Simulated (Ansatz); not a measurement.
An Ansatz (a program for electronic structure) run: WS2 with a change (tensor shear ε_xz = +1.00 %); PBEsol-D3(BJ) (Ansatz), no spin-orbit coupling.

Input:

Ansatz 0.2 input:
```yaml
crystal:
  lattice:
    - [3.1147424211, 0, 0.0311474242]
    - [-1.5573712105, 2.6974460629, -0.0155737121]
    - [0.1177236725, 0, 11.7723672491]
  atoms:
    - { symbol: W, position: [0.6666666667, 0.3333333333, 0.25] }
    - { symbol: W, position: [0.3333333333, 0.6666666667, 0.75] }
    - { symbol: S, position: [0.6666666667, 0.3333333333, 0.8835461528] }
    - { symbol: S, position: [0.3333333333, 0.6666666667, 0.3835461528] }
    - { symbol: S, position: [0.3333333333, 0.6666666667, 0.1164538472] }
    - { symbol: S, position: [0.6666666667, 0.3333333333, 0.6164538472] }
basis: { ecutwfc: 420, ecutrho_ratio: 4, xc_grid: 2, fft_grid_basis: typed }
kpoints: { mp_grid: { grid: [12, 12, 3] } }
hamiltonian:
  xc: pbesol
  dispersion: d3bj
  pseudopotentials: { kind: paw }
scf: { occupations: { method: fermi_dirac, width: 0.05 }, convergence: { dr2_threshold: 0.0000000006 } }
relax: { f_tol: 0.005, max_steps: 50 }
output: { forces: true, stress: true }
checkpoint: { write: state.ck, write_every: 1000 }
```

Output (explanatory and most iteration lines left out):

```
Relaxation: its limit of steps is 50 (relax.max_steps)
Pseudopotential: W, paw, valence charge 14
Pseudopotential: S, paw, valence charge 6
Crystal: 6 atoms, lattice volume = 98.900 Å³
Basis set: ecut = 420 eV, 1923 PW (Γ), exchange–correlation on 48×48×160 points (8 copies of the dense FFT grid, shifted against one another)
Bands: 32, of which v1, the nominal top of the filled ones, is band 26 counted from 1 (25 counted from 0)
Symmetry: 4 space group operations
Space group: C2/c (ITA 15), of the structure as read, at distance tolerance 4.6e-5 Å
k-points: 121 of 432
Functional: x = pbesol(κ = 0.804, μ = 0.12345679012345678), c = pbesol(β = 0.046)
SCF iter   1: F=—  HF=-24060.539480 eV  |F-HF|=—  |Δ(HF+E_count)|=         —  Δρ=7.90e-3  dr2=7.13e-2  ethr=1.77e-3  ⟨swp⟩=6.3  Hψ=18198  notcnv=0
SCF iter   2: F=—  HF=-24060.531731 eV  |F-HF|=—  |Δ(HF+E_count)|=   7.75e-3  Δρ=3.40e-3  dr2=7.63e-3  ethr=1.37e-4  ⟨swp⟩=2.8  Hψ=7173  notcnv=0  defer=92
SCF 1 converged in 8 iterations: F = -24060.533522 eV  dr2 = 3.63e-10
relax step   1: F+E_penalty+E_count = -24060.53352199 eV  Δ(F+E_penalty+E_count) = +0.000e0 eV  max|allowed force component| = 3.133e-1 eV/Å  Δτ_max = 0.0000 Å  (8 SCF iters, accepted)
Crystal: 6 atoms, lattice volume = 98.900 Å³
SCF iter   1: F=—  HF=-24060.552915 eV  |F-HF|=—  |Δ(HF+E_count)|=         —  Δρ=2.48e-3  dr2=3.97e-3  ethr=6.64e-6  ⟨swp⟩=2.9  Hψ=14465  notcnv=0  defer=90
SCF iter   2: F=—  HF=-24060.552007 eV  |F-HF|=—  |Δ(HF+E_count)|=   9.09e-4  Δρ=1.37e-3  dr2=1.21e-3  ethr=6.64e-6  ⟨swp⟩=1.0  Hψ=3805  notcnv=0  defer=90
SCF 2 converged in 7 iterations: F = -24060.551607 eV  dr2 = 1.56e-10
relax step   2: F+E_penalty+E_count = -24060.55160674 eV  Δ(F+E_penalty+E_count) = -1.808e-2 eV  max|allowed force component| = 1.930e-2 eV/Å  Δτ_max = 0.0315 Å  (7 SCF iters, accepted)
Crystal: 6 atoms, lattice volume = 98.900 Å³
SCF iter   1: F=—  HF=-24060.551762 eV  |F-HF|=—  |Δ(HF+E_count)|=         —  Δρ=3.14e-4  dr2=4.31e-5  ethr=1.07e-6  ⟨swp⟩=3.4  Hψ=10908  notcnv=0  defer=90
SCF iter   2: F=—  HF=-24060.551681 eV  |F-HF|=—  |Δ(HF+E_count)|=   8.05e-5  Δρ=1.76e-4  dr2=1.38e-5  ethr=8.28e-8  ⟨swp⟩=1.0  Hψ=4842  notcnv=0  defer=90
SCF 3 converged in 6 iterations: F = -24060.551679 eV  dr2 = 3.42e-11
relax step   3: F+E_penalty+E_count = -24060.55167944 eV  Δ(F+E_penalty+E_count) = -7.270e-5 eV  max|allowed force component| = 1.785e-3 eV/Å  Δτ_max = 0.0031 Å  (6 SCF iters, accepted)
SCF converged after 6 iterations
Free energy (F): -24060.551679 eV
Internal energy: -24060.551665 eV  (E = F + TS)
E sigma→0 (E₀):  -24060.551672 eV
Entropy (-TS):   -0.000014 eV (-0.002 meV/atom)
Fermi energy:    13.339905 eV
  E_disp       = -2.498435  (pairwise vdW)
--- Forces (eV/Å), atoms counted from 1 ---
  atom   1  W      0.00000000     0.00178468     0.00000000
  atom   2  W     -0.00000000    -0.00178468    -0.00000000
  atom   3  S      0.00026532    -0.00014185    -0.00026842
  atom   4  S      0.00026532     0.00014185    -0.00026842
  atom   5  S     -0.00026532     0.00014185     0.00026842
  atom   6  S     -0.00026532    -0.00014185     0.00026842
--- Stress (GPa, compression-positive) ---
        0.012990       0.000000      -0.683503
        0.000000       0.039584       0.000000
       -0.683503       0.000000       0.087831
  P = ⅓ Tr σ = 0.0468 GPa (0.468 kbar)
--- Relaxed structure (3 steps of the walk, 3 accepted, 0 SCFs on fresh bases) ---
  atoms:
    - { symbol: W, position: [0.6673850902965868, 0.33477018059317376, 0.24999999999999997] }
    - { symbol: W, position: [0.332614909703413, 0.6652298194068261, 0.7499999999999999] }
    - { symbol: S, position: [0.6566216299344518, 0.3318588033288844, 0.8835449708870898] }
    - { symbol: S, position: [0.32476282660556716, 0.6681411966711154, 0.3835449708870898] }
    - { symbol: S, position: [0.34337837006554817, 0.6681411966711154, 0.11645502911291004] }
    - { symbol: S, position: [0.6752371733944327, 0.3318588033288844, 0.61645502911291] }
```

With W present, leaving out spin-orbit coupling can change the band edges. The cells carry an imposed strain or load. No phonon test of stability was made. The cell was made from WS$_{2}$ (space group P6_3/mmc, No. 194; layered, stacked along the Cartesian z axis) by this change: tensor shear ε_xz = +1.00 %.
